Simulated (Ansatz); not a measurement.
An Ansatz (a program for electronic structure) run: TiB2 with a change (Ca on a Ti site); PBEsol in Ansatz (plane waves to 420 eV, PAW, scalar-relativistic without spin-orbit coupling), earlier PAW set.

Input:

Ansatz 0.2 input:
```yaml
crystal:
  lattice:
    - [6.0345673448, 0, 0]
    - [0, 5.2260886214, -3.184948501]
    - [-1.5086418362, 2.6130443107, 6.369897002]
  atoms:
    - { symbol: Ca, position: [0.0024831687, -0.0020938251, -0.004499262] }
    - { symbol: Ti, position: [0.4967238693, 0.0018613463, -0.0061754696] }
    - { symbol: Ti, position: [0.3000848338, 0.3988376967, 0.1983368616] }
    - { symbol: Ti, position: [0.4011797693, 0.2001863744, 0.5996036307] }
    - { symbol: Ti, position: [0.1053708686, 0.8001724796, 0.4044178745] }
    - { symbol: Ti, position: [0.204120221, 0.6095327842, 0.8060819693] }
    - { symbol: Ti, position: [0.7981433003, 0.3966077088, 0.2030036378] }
    - { symbol: Ti, position: [0.9005566783, 0.2067726307, 0.6011899769] }
    - { symbol: Ti, position: [0.59786915, 0.8038970832, 0.3967947719] }
    - { symbol: Ti, position: [0.7031605303, 0.6002199715, 0.7996651874] }
    - { symbol: B, position: [0.0855374872, 0.1613762091, 0.3299297954] }
    - { symbol: B, position: [0.5876795246, 0.1679311918, 0.3393695628] }
    - { symbol: B, position: [0.3846241828, 0.573385812, 0.5373213349] }
    - { symbol: B, position: [0.4799562197, 0.3689855313, 0.9350416813] }
    - { symbol: B, position: [0.1883869997, 0.9649657741, 0.7388501034] }
    - { symbol: B, position: [0.278798015, 0.7676841571, 0.1354585139] }
    - { symbol: B, position: [0.8837136879, 0.5663814457, 0.5283258337] }
    - { symbol: B, position: [0.9850389319, 0.3732825275, 0.9362073448] }
    - { symbol: B, position: [0.6841882309, 0.9643485893, 0.7328334755] }
    - { symbol: B, position: [0.7887322729, 0.7637353113, 0.1325572232] }
    - { symbol: B, position: [0.3147590857, 0.0287975591, 0.2644159847] }
    - { symbol: B, position: [0.8157426798, 0.041862293, 0.2643085827] }
    - { symbol: B, position: [0.6159731077, 0.4328971041, 0.4665841118] }
    - { symbol: B, position: [0.7214771366, 0.2357410336, 0.8688183041] }
    - { symbol: B, position: [0.4112121254, 0.8368672652, 0.6650857025] }
    - { symbol: B, position: [0.5120747391, 0.6339743246, 0.061959757] }
    - { symbol: B, position: [0.121753485, 0.4269445936, 0.464411875] }
    - { symbol: B, position: [0.2140197263, 0.2319857375, 0.8663967386] }
    - { symbol: B, position: [0.9243666418, 0.8321976046, 0.6622021881] }
    - { symbol: B, position: [0.0153200945, 0.6261791436, 0.0600362928] }
basis: { ecutwfc: 420, ecutrho_ratio: 4, xc_grid: 2, fft_grid_basis: typed }
kpoints: { mp_grid: { grid: [4, 4, 4] } }
hamiltonian:
  xc: pbesol
  dispersion: none
  pseudopotentials: { azcp: { folder: ./paw }, kind: paw }
scf: { occupations: { method: fermi_dirac, width: 0.05 }, convergence: { dr2_threshold: 0.000000003 } }
relax: { f_tol: 0.02, max_steps: 45 }
output: { forces: true, stress: true }
checkpoint: { write: state.ck, write_every: 1000 }
```

Output (explanatory and most iteration lines left out):

```
Relaxation: its limit of steps is 45 (relax.max_steps)
Pseudopotential: Ca, paw, valence charge 10
Pseudopotential: Ti, paw, valence charge 12
Pseudopotential: B, paw, valence charge 3
Crystal: 30 atoms, lattice volume = 251.111 Å³
Basis set: ecut = 420 eV, 4925 PW (Γ), exchange–correlation on 90×90×96 points (8 copies of the dense FFT grid, shifted against one another)
Bands: 119, of which v1, the nominal top of the filled ones, is band 89 counted from 1 (88 counted from 0)
Symmetry: 1 space group operations
Space group: P1 (ITA 1), of the structure as read, at distance tolerance 6.3e-5 Å
k-points: 36 of 64 (time reversal used)
Functional: x = pbesol(κ = 0.804, μ = 0.12345679012345678), c = pbesol(β = 0.046)
SCF iter   1: F=—  HF=-27156.700939 eV  |F-HF|=—  |Δ(HF+E_count)|=         —  Δρ=1.19e-1  dr2=7.00e1  ethr=3.10e-3  ⟨swp⟩=5.4  Hψ=16978  notcnv=0  defer=242
SCF iter   2: F=—  HF=-27144.773223 eV  |F-HF|=—  |Δ(HF+E_count)|=    1.19e1  Δρ=5.55e-2  dr2=1.81e1  ethr=3.10e-3  ⟨swp⟩=3.5  Hψ=8528  notcnv=0  defer=740
SCF 1 converged in 10 iterations: F = -27140.954207 eV  dr2 = 1.97e-9
relax step   1: F+E_penalty+E_count = -27140.95420733 eV  Δ(F+E_penalty+E_count) = +0.000e0 eV  max|allowed force component| = 1.536e0 eV/Å  Δτ_max = 0.0000 Å  (10 SCF iters, accepted)
Crystal: 30 atoms, lattice volume = 251.111 Å³
SCF iter   1: F=—  HF=-27141.795016 eV  |F-HF|=—  |Δ(HF+E_count)|=         —  Δρ=1.02e-2  dr2=8.90e-1  ethr=5.05e-4  ⟨swp⟩=1.1  Hψ=13838  notcnv=0  defer=711
SCF iter   2: F=—  HF=-27141.695124 eV  |F-HF|=—  |Δ(HF+E_count)|=   9.99e-2  Δρ=6.09e-3  dr2=3.70e-1  ethr=5.00e-4  ⟨swp⟩=1.9  Hψ=3731  notcnv=0  defer=711
SCF 2 converged in 9 iterations: F = -27141.622895 eV  dr2 = 3.35e-10
relax step   2: F+E_penalty+E_count = -27141.62289457 eV  Δ(F+E_penalty+E_count) = -6.687e-1 eV  max|allowed force component| = 5.739e-1 eV/Å  Δτ_max = 0.0745 Å  (9 SCF iters, accepted)
Crystal: 30 atoms, lattice volume = 251.111 Å³
SCF iter   1: F=—  HF=-27141.748558 eV  |F-HF|=—  |Δ(HF+E_count)|=         —  Δρ=4.61e-3  dr2=1.07e-1  ethr=9.61e-4  ⟨swp⟩=3.1  Hψ=7401  notcnv=0  defer=721
SCF iter   2: F=—  HF=-27141.730640 eV  |F-HF|=—  |Δ(HF+E_count)|=   1.79e-2  Δρ=2.71e-3  dr2=4.05e-2  ethr=6.00e-5  ⟨swp⟩=1.1  Hψ=4936  notcnv=0  defer=719
SCF 3 converged in 8 iterations: F = -27141.719405 eV  dr2 = 2.55e-10
relax step   3: F+E_penalty+E_count = -27141.71940486 eV  Δ(F+E_penalty+E_count) = -9.651e-2 eV  max|allowed force component| = 2.956e-2 eV/Å  Δτ_max = 0.0358 Å  (8 SCF iters, accepted)
Crystal: 30 atoms, lattice volume = 251.111 Å³
SCF iter   1: F=—  HF=-27141.719754 eV  |F-HF|=—  |Δ(HF+E_count)|=         —  Δρ=2.64e-4  dr2=3.73e-4  ethr=2.94e-6  ⟨swp⟩=2.1  Hψ=6983  notcnv=0  defer=719
SCF iter   2: F=—  HF=-27141.719701 eV  |F-HF|=—  |Δ(HF+E_count)|=   5.32e-5  Δρ=1.55e-4  dr2=1.58e-4  ethr=2.09e-7  ⟨swp⟩=1.0  Hψ=4932  notcnv=0  defer=719
SCF 4 converged in 6 iterations: F = -27141.719652 eV  dr2 = 4.64e-10
relax step   4: F+E_penalty+E_count = -27141.71965243 eV  Δ(F+E_penalty+E_count) = -2.476e-4 eV  max|allowed force component| = 7.725e-3 eV/Å  Δτ_max = 0.0022 Å  (6 SCF iters, accepted)
SCF converged after 6 iterations
Free energy (F): -27141.719652 eV
Internal energy: -27141.677673 eV  (E = F + TS)
E sigma→0 (E₀):  -27141.698663 eV
Entropy (-TS):   -0.041979 eV (-1.399 meV/atom)
[...]
       -0.032959       6.826297       0.030643
        0.025432       0.030643      10.892508
  P = ⅓ Tr σ = 8.1666 GPa (81.666 kbar)
--- Relaxed structure (4 steps of the walk, 4 accepted, 0 SCFs on fresh bases) ---
  atoms:
    - { symbol: Ca, position: [0.0007630297991799827, 0.0005088249703792321, -0.00039008260930796946] }
    - { symbol: Ti, position: [0.5007676627233784, 0.0005393513546904455, -0.0003781818600170873] }
    - { symbol: Ti, position: [0.3022514968651956, 0.3977381855680299, 0.2009670851756451] }
    - { symbol: Ti, position: [0.4008977458300069, 0.20312380671763827, 0.599266442890233] }
    - { symbol: Ti, position: [0.10095896537394786, 0.7972932123880447, 0.39983040091324334] }
    - { symbol: Ti, position: [0.20177543410113913, 0.6040103637243095, 0.7988813283030975] }
    - { symbol: Ti, position: [0.7997820354043084, 0.39702506510862806, 0.2003696367154534] }
    - { symbol: Ti, position: [0.9005788227510333, 0.20373109581045037, 0.5993892567950403] }
    - { symbol: Ti, position: [0.6006307159927364, 0.7979068463444948, 0.3999748942782085] }
    - { symbol: Ti, position: [0.6992746116721635, 0.6033032737001005, 0.7982635658504984] }
    - { symbol: B, position: [0.08598588422181652, 0.16655565702332228, 0.3407770968754641] }
    - { symbol: B, position: [0.5848995072603276, 0.16548259226958495, 0.3361280854954506] }
    - { symbol: B, position: [0.3839291297032138, 0.5673253520231515, 0.532766880344039] }
    - { symbol: B, position: [0.48371679897578734, 0.36913270578133234, 0.9316402268802093] }
    - { symbol: B, position: [0.18537444697980598, 0.9696073208925414, 0.7255188507981027] }
    - { symbol: B, position: [0.28835840816278774, 0.761406644333756, 0.13808711404065935] }
    - { symbol: B, position: [0.8838930909823085, 0.5672508254130958, 0.5317672902919253] }
    - { symbol: B, position: [0.9830370810837289, 0.373039520700009, 0.9287143800231966] }
    - { symbol: B, position: [0.6790926319734535, 0.9698023740859488, 0.7254891996750773] }
    - { symbol: B, position: [0.7824428884941702, 0.761491883903295, 0.13854307779147662] }
    - { symbol: B, position: [0.32243633430567886, 0.031209233297322808, 0.27373751566106613] }
    - { symbol: B, position: [0.8161596356259481, 0.03142952714510881, 0.27370648159562433] }
    - { symbol: B, position: [0.6176120374543353, 0.4336895143310174, 0.46645014919951766] }
    - { symbol: B, position: [0.7131790299349743, 0.23962460453369416, 0.8611695125155588] }
    - { symbol: B, position: [0.41662389033809716, 0.8355366029547376, 0.663101582744156] }
    - { symbol: B, position: [0.5178292532866244, 0.6319222052057138, 0.06761060917837591] }
    - { symbol: B, position: [0.11765160717867579, 0.4337812770178006, 0.46748269018323335] }
    - { symbol: B, position: [0.21909638184814814, 0.23954685599457953, 0.8607203405850412] }
    - { symbol: B, position: [0.9155705789622487, 0.8344893166408449, 0.6584523921486467] }
    - { symbol: B, position: [0.018477626814780268, 0.6280134191663763, 0.07049576222108428] }
```

The cell is small, so the values are those of an ordered compound at a high defect concentration; dilute-limit values will differ. A case with no gap was solved on a k-mesh chosen for an insulator, which is coarse for it. All final runs are without spin polarisation. The cell was made from TiB2 (space group P6/mmm, No. 191) by this change: Ca on a Ti site. The defect cell is not spin-polarised.
